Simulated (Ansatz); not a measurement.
End structure of a constructed model of the (110) surface of bcc Mo, a layer of Cu in place of the second plane (bottom of the slab: a bare face, its two planes held):

```yaml
crystal:
  lattice:
    - [2.73735, 0.00000, 0.00000]
    - [-0.91245, 2.58080, 0.00000]
    - [0.00000, 0.00000, 27.00000]
  atoms:
    - { symbol: Mo, position: [0.50000, 0.50000, 0.29794] }
    - { symbol: Mo, position: [0.00000, 0.00000, 0.38072] }
    - { symbol: Mo, position: [0.50000, 0.50000, 0.46349] }
    - { symbol: Mo, position: [0.00000, 0.00000, 0.54492] }
    - { symbol: Cu, position: [0.50000, 0.50000, 0.62358] }
    - { symbol: Mo, position: [0.00000, 0.00000, 0.70133] }
```

Slab: 6 atoms, 10.9 Å thick at the start with caps and adatoms (thin: gaps and levels are the slab's own); k 14x14x1, smearing 0.1 eV, dipole-corrected; 2 atoms held, the rest relaxed; start symmetry kept, larger cells not searched; no spin, no spin-orbit, no U. It is one candidate, not shown to be the stable structure of the face.

Question: What is the computed work function of the top face (PBE in Ansatz, a quantum-chemistry and plane-wave program)?

Answer: 5.15 eV
